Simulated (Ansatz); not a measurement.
The reference is NiO in the rock salt structure (space group Fm-3m, No. 225; a = 4.191 Å; ferromagnetic). Axes: x, y, z lie along the cube axes.

The values are results of r2SCAN in Ansatz (plane waves to 500 eV, PAW, spin-orbit coupling left out), earlier PAW set, not measurements.

The change: uniaxial stress, 5 GPa tension along z; all other stress components relax to zero.

How does this affect the electron mass, mean lateral Poisson ratio and secant Young's modulus along z?

The electron mass amounts to 0.28 mₑ along z, 1.8 mₑ across (at Γ); the mean lateral Poisson ratio is 0.24; the secant Young's modulus along z amounts to 290 GPa.

The levels and masses belong to the bands next to the band gap. Load acts through the strain it causes; cell and atoms are relaxed under it. Masses are band curvatures over ±0.01 Å⁻¹ around the edge. Beyond what the load breaks, stability against distortions was not tested. No Hubbard U is applied and the magnetic state is the run's own (NiO ferromagnetic); other magnetic orders, which need larger cells, were not tried and can change the gap. In its common phase, real NiO is an antiferromagnetic insulator at low temperature.

Ansatz is a program for electronic structure.
